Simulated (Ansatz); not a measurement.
Here is the system:

```yaml
crystal:
  lattice:
    - [4.15753, 0.00000, 0.00000]
    - [0.00000, 4.15753, 0.00000]
    - [0.00000, 0.00000, 4.08269]
  atoms:
    - { symbol: Ba, position: [0.00000, 0.00000, 0.00000] }
    - { symbol: Hf, position: [0.50000, 0.50000, 0.50000] }
    - { symbol: O, position: [0.50000, 0.00000, 0.50000] }
    - { symbol: O, position: [0.00000, 0.50000, 0.50000] }
    - { symbol: O, position: [0.50000, 0.50000, 0.00000] }
```

No spin polarisation.

The values are results of PBEsol in Ansatz (plane waves to 420 eV, PAW, scalar-relativistic without spin-orbit coupling), not measurements. k-mesh 8×8×8 (Γ-centred); smearing 0.05 eV (Fermi–Dirac).

**Question.** Predict the smallest direct gap and stress.

**Answer.** 
- Smallest direct gap: 3.56 eV
- Stress (xx, yy, zz, yz, xz, xy; compression positive): (1.55, 1.55, 6.80, 0.00, 0.00, 0.00) GPa

Spin-orbit coupling, missing from the scalar runs, can matter with Hf. The cells carry an imposed strain or load. Stability against distortions was not tested. The cell was made from BaHfO3 in the cubic perovskite structure (space group Pm-3m, No. 221) by this change: uniaxial strain ε_zz = −1.80 %.

Ansatz is an electronic-structure program.
